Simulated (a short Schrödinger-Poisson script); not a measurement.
Stack: MOS inversion layer, Si3N4 on p-type Si(100), at 400 K.

From the gate side: 3.4 nm Si3N4; 650 nm Si, acceptors 1.1e17 cm⁻³.

The device is made up for the run: typed textbook-type constants, with dimensions and the other settings drawn at random. Si3N4: permittivity 7.5, conduction-band edge (eV) 1.95, gap (eV) 5.1, electron mass (mₑ) 0.5. Si: permittivity 11.7, conduction-band edge (eV) 0, gap (eV) 1.124, Nv at 300 K (cm⁻³) 3.1e19.

Channel valleys (confinement mass, in-plane density-of-states mass, number): Δ2 0.916, 0.19, 2; Δ4 0.19, 0.417, 4. At the gate the conduction-band edge of layer 1 lies 2.27 eV − eVg above the Fermi level of the channel; the field vanishes at the back. Gaps are held at their typed values at every temperature. Mesh 0.03 nm at interfaces.

From a short Schrödinger-Poisson script (our own, NumPy): 1D Poisson equation in equilibrium, electrons quantum, Hartree (BenDaniel-Duke, 12 states a valley, the channel's in-plane mass for all, wave functions free to enter the dielectric), parabolic valleys, classical holes, full ionisation, no traps, pinning or gate leakage.

```csv
Vg (V),electrons (cm⁻²),C (μF/cm²),Δ2 E0 (meV from the Fermi level),Δ4 E0 (meV from the Fermi level)
0.2,1.59e10,0.168,249.8,277.4
0.25,5.30e10,0.284,207.3,235.7
0.3,1.49e11,0.505,170.4,200.0
0.35,3.28e11,0.753,141.5,172.6
0.4,5.84e11,0.949,119.7,152.7
0.45,8.95e11,1.09,102.9,137.9
0.5,1.25e12,1.19,89.4,126.6
0.55,1.62e12,1.26,78.3,117.5
0.6,2.02e12,1.32,68.8,110.0
0.65,2.44e12,1.36,60.6,103.6
0.7,2.87e12,1.40,53.2,98.1
0.75,3.31e12,1.43,46.6,93.3
0.8,3.76e12,1.46,40.6,89.0
0.85,4.22e12,1.48,35.1,85.1
0.9,4.68e12,1.50,30.0,81.6
0.95,5.15e12,1.51,25.2,78.4
1,5.62e12,1.53,20.8,75.4
1.05,6.10e12,1.54,16.6,72.6
1.1,6.59e12,1.56,12.6,69.9
1.15,7.07e12,1.57,8.8,67.5
1.2,7.57e12,1.58,5.1,65.1
```

Question: At Vg = 1.2 V the lowest Δ2 subband lies at 5.1 meV from the Fermi level. How many electrons does it hold, and what share of all?

Answer: The two-dimensional density of states is g m/(πħ²) = 1.59e11 cm⁻² meV⁻¹ (both spins), kT = 34.5 meV, so n = D kT ln(1 + exp(−E/kT)) = 3.40e12 cm⁻², 0.45 of the 7.57e12 cm⁻² in all.

Question: Compare the slope of the sheet density between 1.1 and 1.2 V with the geometric capacitance of the layers between gate and channel.

Answer: q Δn/ΔV = 1.57 μF/cm²; ε0/Σ(t/ε) = 1.95 μF/cm². The ratio is 0.80: the channel acts as a further capacitance in series.
